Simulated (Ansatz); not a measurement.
A self-consistent single point of a (001) slab of Ge (cut from a parent of space group no. 194; 4 atoms in the cell) with Ansatz (a first-principles code).

Method: LDA (PW92), default PAW files made with PBE (plane waves; Ansatz).

```xyz
4
Lattice="3.9776 0.0000 0.0000 -1.9888 3.4447 0.0000 0.0000 0.0000 19.7403" Properties=species:S:1:pos:R:3 pbc="T T T"
Ge     1.9888     1.1482     7.0000
Ge     0.0000     2.2965    12.7403
Ge     0.0000     2.2965    10.2832
Ge     1.9888     1.1482     9.4571
```

Reference input (self-consistent single point, DFT, LDA (PW92), plane waves, default PAW files made with PBE): basis.ecutwfc = 420 eV; kpoints.mp_grid.grid = 9 9 1; hamiltonian.xc = lda; hamiltonian.pseudopotentials = {kind: paw} (the program's default PAW files); scf.occupations.method = fermi_dirac; scf.occupations.width = 0.1 eV. This run's input differs from it in these lines:

Ansatz 0.2 input:
```diff
@@ -11,3 +11,3 @@
 basis:
-  ecutwfc: 420.0 eV
+  ecutwfc: 355.0 eV
 kpoints:
```

The program printed (abridged):

```
SCF iter   1: F=—  HF=-16859.037889 eV  |F-HF|=—  |Δ(HF+E_count)|=         —  Δρ=2.50e-3  dr2=2.93e-2  ethr=1.77e-3  ⟨swp⟩=6.6  Hψ=1652  notcnv=0
all-band conjugate gradients solve this SCF's bands
preconditioner: auto → LDOS
SCF iter   2: F=—  HF=-16859.030743 eV  |F-HF|=—  |Δ(HF+E_count)|=   7.15e-3  Δρ=6.87e-4  dr2=9.41e-4  ethr=5.23e-5  ⟨swp⟩=3.0  Hψ=897  notcnv=0
SCF iter   3: F=—  HF=-16859.030701 eV  |F-HF|=—  |Δ(HF+E_count)|=   4.22e-5  Δρ=4.20e-4  dr2=3.64e-4  ethr=1.68e-6  ⟨swp⟩=2.0  Hψ=749  notcnv=0
SCF iter   4: F=—  HF=-16859.030398 eV  |F-HF|=—  |Δ(HF+E_count)|=   3.02e-4  Δρ=1.37e-4  dr2=7.05e-5  ethr=6.50e-7  ⟨swp⟩=2.0  Hψ=742  notcnv=0
SCF iter   5: F=—  HF=-16859.030359 eV  |F-HF|=—  |Δ(HF+E_count)|=   3.96e-5  Δρ=3.15e-5  dr2=2.41e-6  ethr=1.26e-7  ⟨swp⟩=2.0  Hψ=745  notcnv=0
SCF iter   6: F=—  HF=-16859.030357 eV  |F-HF|=—  |Δ(HF+E_count)|=   1.63e-6  Δρ=5.89e-6  dr2=1.45e-7  ethr=4.31e-9  ⟨swp⟩=2.0  Hψ=742  notcnv=0
SCF iter   7: F=-16859.030357 eV  HF=-16859.030357 eV  |F-HF|=1.37e-8  |Δ(HF+E_count)|=   4.10e-9  Δρ=2.34e-6  dr2=1.76e-8  ethr=1.79e-10  ⟨swp⟩=6.2  Hψ=1474  notcnv=0
SCF 1 converged in 7 iterations: F = -16859.030357 eV  dr2 = 1.76e-8
Free energy (F): -16859.030357 eV
Internal energy: -16858.940054 eV  (E = F + TS)
E sigma→0 (E₀):  -16858.985205 eV
Entropy (-TS):   -0.090303 eV (-22.576 meV/atom)
Fermi energy:    -0.738803 eV
--- Forces (eV/Å), atoms counted from 1 ---
  atom   1  Ge     0.00000000     0.00000000     0.15518927
  atom   2  Ge    -0.00000000    -0.00000000    -0.15518927
  atom   3  Ge     0.00000000     0.00000000     0.25312770
  atom   4  Ge    -0.00000000    -0.00000000    -0.25312770
--- Stress (GPa, compression-positive) ---
       -2.776723      -0.000000      -0.000000
       -0.000000      -2.776723       0.000000
       -0.000000       0.000000      -0.402295
  P = ⅓ Tr σ = -1.9852 GPa (-19.852 kbar)
  The stress holds the Pulay correction. Without it, at fixed plane waves, as pw.x and ABINIT print it: P = -2.1934 GPa
```

The run converged in 7 iterations. Against the reference run the free energy goes up by 5.6 meV/atom and the largest force moves little (0.254 to 0.253 eV/Å).

The starting cell comes from a database of computed structures (which also holds hypothetical and non-ambient phases and stackings), without a prior relaxation at this level. The slab is cut from that crystal, and its faces are unrelaxed. Its lattice was rescaled by up to half a per cent. Spin polarisation is off, though cut faces can carry moments; the slab shows no gap. The cutoff lies below the one recommended for these files.
